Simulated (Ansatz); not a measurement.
We consider cubic perovskite BaHfO3, described by r²SCAN+rVV10 (plane waves, PAW; Ansatz, a first-principles code).

Numerical settings: plane-wave cutoff 560 eV, 8×8×8 k mesh, Fermi–Dirac smearing 0.01 eV, scalar-relativistic PAW data made under PBE.

Energies at three volumes about the minimum:

```csv
V (Å³/atom),E − E_lowest (meV/atom)
14.161,3.28
14.450,0.00
14.739,3.05
```

Task: Fit a parabola by hand: where is the minimum, what lattice constant follows, and what is the bulk modulus?

Result: Slopes: (0.00 − 3.28)/(14.450 − 14.161) = -11.349 and (3.05 − 0.00)/(14.739 − 14.450) = 10.554 meV/Å³. Curvature E″ = 2 × (10.554 − (-11.349))/(14.739 − 14.161) = 75.789 meV/Å⁶. From the middle of the first interval, the slope vanishes at V0 = 14.3055 − (-11.349)/75.789 = 14.455 Å³/atom. B = V0 E″ = 14.455 × 75.789 meV/Å³ × 0.1602 GPa per meV/Å³ = 176 GPa. With 5 atoms in the cube, a = (5 × 14.455)^(1/3) = 4.165 Å. The full Birch–Murnaghan fit to all volumes gives V0 = 14.450 Å³/atom and B0 = 175 GPa.

Measured, for comparison: lattice constant a 4.171 Å (room temperature, no zero-point or thermal correction, our sources range from 4.171 to 4.180; as tabulated in Zhao et al. (2008), arXiv:0809.3506).
